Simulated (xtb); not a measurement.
xtb 6.7.1, GFN2-xTB: Co(Br)(OH)(OH2)2 ([OH][Co](<-[OH2])(<-[OH2])[Br]), charge 0, multiplicity 4, 10 atoms. The geometry is a generated start, not checked to be a minimum at this level.

```json
{
 "run_flags": "--grad",
 "method": "GFN2-xTB",
 "--acc": "1 (default)",
 "--etemp (K)": "300 (default)",
 "basis_functions": "37",
 "valence_electrons": "39"
}
```

```xyz
10

Co     1.0387    -0.0611    -0.0173
Br     1.5865     1.3193    -1.6228
O      1.2482    -1.4318     0.9771
H      1.4045    -2.0516     1.6780
O     -1.1287    -0.6304    -1.0105
H     -1.2297    -1.5802    -0.9229
H     -1.0208    -0.4352    -1.9487
O     -0.3530     1.4506     1.1426
H     -1.2477     1.1173     1.0252
H     -0.2978     2.3031     0.6993
```

Charge 0 and multiplicity 4 are set for this test and not shown to be the ground state. GFN-xTB has no spin term: --uhf 3 sets the occupations alone.

One run each on 1 thread. Values of broydamp tried: 0.02, 0.05, 0.1, 0.2, 0.4 (default), 0.6, 0.8, 1.

Which value of broydamp needs the fewest SCC iterations, and what happens away from it?

Fewest SCC iterations, within one of each other: 0.4 (default) with 14, 0.6 with 13, 0.8 with 14. The count rises to 26 at 0.02. All converge to one solution.

| broydamp | SCC iterations | end |
|---|---|---|
| 0.02 | 26 | same solution |
| 0.05 | 22 | same solution |
| 0.1 | 18 | same solution |
| 0.2 | 16 | same solution |
| 0.4 (default) | 14 | same solution |
| 0.6 | 13 | same solution |
| 0.8 | 14 | same solution |
| 1 | 16 | same solution |
